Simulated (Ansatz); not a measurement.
Consider HfO2 in the rutile structure (space group P4_2/mnm, No. 136; a = 4.830 Å, c = 3.210 Å; a cell from a computed database, its experimental status unchecked).

Level of theory: PBEsol (Ansatz, a quantum-chemistry and plane-wave program, PAW, scalar-relativistic without spin-orbit coupling).

Base values:

| Item | Value |
|---|---|
| Band gap | 3.89 eV |
| Width of the top valence band | 1.29 eV |

It is then changed as follows: a hydrostatic pressure of 3 GPa.

Task: How does this affect the band gap?

Result: The band gap goes up by 0.04 eV to 3.93 eV.

Task: How does this affect the width of the top valence band?

Result: The width of the top valence band is nearly the same (1.29 eV against 1.30 eV).

With Hf present, leaving out spin-orbit coupling can change the band edges. Load acts through the strain it causes; cell and atoms are relaxed under it. Whether these cells are dynamically stable was not tested. This is not the structure that HfO2 has at room temperature and ambient pressure.
